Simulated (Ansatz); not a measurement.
Consider InSb in the zinc blende structure (space group F-43m, No. 216; a = 6.520 Å).

One thing is altered: Ru takes the place of Sb on all its sites, then cell and atoms are relaxed.

Levels (all Ansatz, a first-principles code, PAW, earlier PAW set): PBEsol (420 eV, no spin-orbit coupling); r2SCAN (500 eV, scalar-relativistic without spin-orbit coupling).

The geometry is relaxed with PBEsol.

```
Item              Result
---------------  -------
PBEsol pressure  0.0 GPa
```

Q: How does going to r2SCAN change the pressure?

A: The pressure goes from zero to 1.3 GPa.

Single points use the geometry relaxed with PBEsol. Their cutoffs differ, which shifts pressures a little. No phonon test of stability was made. As relaxed here, InRu is a hypothetical phase, not in the database extracts checked. All final runs are without spin polarisation. An odd electron count without spin: InRu. InRu has a high density of states at the Fermi level and may be magnetic at this level.
